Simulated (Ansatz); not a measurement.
Hypothetical fluorite ZrSe2: alloy series

The reference is ZrSe2 in the fluorite structure (space group Fm-3m, No. 225; a = 6.597 Å; a hypothetical phase, not in the database extracts checked).

The other end (x = 1) is ZrPb2 (space group Fm-3m, No. 225; a hypothetical phase, not in the database extracts checked): 30.83 Å³/atom, gap zero; this end may not be an ambient phase.

Pb replaces a fraction x of Se; each row is one arrangement (x, atoms in the cell, starting space group or random), fully relaxed.

Method: PBE (Ansatz, an electronic-structure program), no spin-orbit coupling, earlier PAW set.

Notes on the quantities. deviation of the volume from the linear: Vegard-type) interpolation; mixing energy: to 0.01 eV only: unlike meshes or grids; against an end that may be hypothetical.

| variant | deviation of the volume from the linear | mixing energy |
|---|---|---|
| x(Pb) = 0.25, 6 atoms, R3m | -0.6 % | -0.01 eV/atom |
| x(Pb) = 0.25, 6 atoms, P-4m2 | +0.1 % | +0.05 eV/atom |
| x(Pb) = 0.5, 6 atoms, P4/nmm | +0.4 % | -0.14 eV/atom |
| x(Pb) = 0.75, 6 atoms, R3m | -2.7 % | -0.10 eV/atom |

Each cell is one ordered arrangement of few atoms, which overstates ordering effects compared with a random alloy. Spin-orbit coupling, missing from the scalar runs, can matter with Pb. No phonon test of stability was made. The final runs are not spin-polarised. ZrPb2, Zr2PbSe3, ZrPbSe and Zr2Pb3Se have a high density of states at the Fermi level and may be magnetic at this level. A zero or small gap of Zr2Pb3Se can be the functional's error rather than a property of the material.
